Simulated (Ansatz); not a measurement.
Take GaSb in the zinc blende structure (space group F-43m, No. 216; a = 6.132 Å) as the base. Axes: x, y, z lie along the cube axes.

Level of theory: r2SCAN in Ansatz (plane waves to 500 eV, PAW, no spin-orbit coupling).

Modification: a pure shear with ε_xy = ε_yx = 0.0143, atoms relaxed at fixed cell.

### Question
Predict the stress tensor and what it implies for the stiffness.

### Answer
Stress of the strained cell less that of the base (GPa, compression positive):
```
   0.04   -1.25    0.00
  -1.25    0.04    0.00
   0.00    0.00   -0.01
```

Then −Δσ/γ with γ = 2ε = 0.0286 gives secant stiffness values (nonlinear terms included at this strain): C66 ≈ 44 GPa.

Whether these cells are dynamically stable was not tested.

Ansatz is an electronic-structure program.
